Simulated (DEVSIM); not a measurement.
Device: Si p-i-n diode, at 300 K.

Layer 1 from the left is Si, thickness (μm) 1.20, Na (cm⁻³) 1.3e18, τn (s) 0.0003, τp (s) 0.0003. Layer 2 from the left is Si, thickness (μm) 3.30, Nd (cm⁻³) 4e12, τn (s) 0.0003, τp (s) 0.0003. Layer 3 from the left is Si, thickness (μm) 2.40, Nd (cm⁻³) 4.8e17, τn (s) 0.0003, τp (s) 0.0003.

Left contact: ohmic. Right contact: ohmic. Voltage is applied to the left contact. Recombination: SRH at mid-gap. Gap narrowing is on: ΔEg = 6.92 meV × (l + √(l² + 0.5)), l = ln(N/1.3e17 cm⁻³), shared equally by both band edges. Mobility is constant in doping.

The device is made up for the run: typed textbook-type constants, with dimensions and the other settings drawn at random. Values at 300 K.

Si: gap (eV) 1.124, affinity (eV) 4.05, permittivity 11.7, Nc (cm⁻³) 2.86e19, Nv (cm⁻³) 3.1e19, μn (cm²/Vs) 1417, μp (cm²/Vs) 470.

Model (solved in DEVSIM): 1D drift-diffusion, Boltzmann statistics, complete ionisation; no tunnelling, impact ionisation, image-force lowering or self-heating.

Problem. What does the simulation give for the dark forward voltage at 100 A/cm², the potential step across the device at zero bias, the dark forward voltage at 1 A/cm²?

Solution. dark forward voltage at 100 A/cm² 0.762 V; potential step across the device at zero bias 0.910 V; dark forward voltage at 1 A/cm² 0.638 V.
